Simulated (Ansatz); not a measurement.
Start from SiO₂ in the rutile structure (space group P4_2/mnm, No. 136).

```yaml
crystal:
  lattice:
    - [4.15488, 0.00000, 0.00000]
    - [0.00000, 4.15488, 0.00000]
    - [0.00000, 0.00000, 2.66145]
  atoms:
    - { symbol: Si, position: [0.00000, 0.00000, 0.00000] }
    - { symbol: Si, position: [0.50000, 0.50000, 0.50000] }
    - { symbol: O, position: [0.30558, 0.30558, 0.00000] }
    - { symbol: O, position: [0.80558, 0.19442, 0.50000] }
    - { symbol: O, position: [0.19442, 0.80558, 0.50000] }
    - { symbol: O, position: [0.69442, 0.69442, 0.00000] }
```

Cartesian axes are those of the cell as printed.

Method: LDA/PAW in Ansatz (an electronic-structure program), no spin-orbit coupling.

One thing is altered: the cell is stretched by 3.00 % along z with no lateral relaxation; the atoms relax in the strained cell.

Predict the stress tensor and what it implies for the stiffness.

Stress of the strained cell less that of the base (GPa, compression positive):
```
  -5.52    0.00    0.00
   0.00   -5.52    0.00
   0.00    0.00  -20.18
```

Then −Δσ_ii/ε with ε = 0.0300 gives secant stiffness values (nonlinear terms included at this strain): C33 ≈ 673 GPa, C13 ≈ 184 GPa and C23 ≈ 184 GPa.

As a check, the harmonic strain energy −½ V₀ Δσ:ε is 14 meV/atom; the computed energy rise is 15 meV/atom.

No phonon test of stability was made.
